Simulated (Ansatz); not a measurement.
The reference is SrZrO3 in the cubic perovskite structure (space group Pm-3m, No. 221; a = 4.130 Å).

Calculations: Kohn–Sham DFT with the PBEsol functional, run in Ansatz (a program for electronic structure) with PAW and 420 eV plane waves, spin-orbit coupling left out.

One change was made to it. Results:

| quantity | base | after |
|---|---|---|
| volume per atom | 14.09 Å³ | 13.84 Å³ |
| band gap | 3.31 eV | 3.72 eV |

Question: Name the change that was made.
A) O → N
B) Zr → Hf
C) Sr → Be

Answer: B, Zr → Hf. For comparison, the band gap in the other runs: O → N gives zero; Sr → Be gives zero.

Spin-orbit coupling, missing from the scalar runs, can matter with Hf. Whether these cells are dynamically stable was not tested. As relaxed here, SrZrN3 and ZrBeO3 are hypothetical phases, not in the database extracts checked. The final runs are not spin-polarised. An odd electron count without spin: SrZrN3. Many cubic perovskites are stable only at high temperature; tilts and polar distortions were not tested. A zero or small gap of ZrBeO3 can be the functional's error rather than a property of the material.
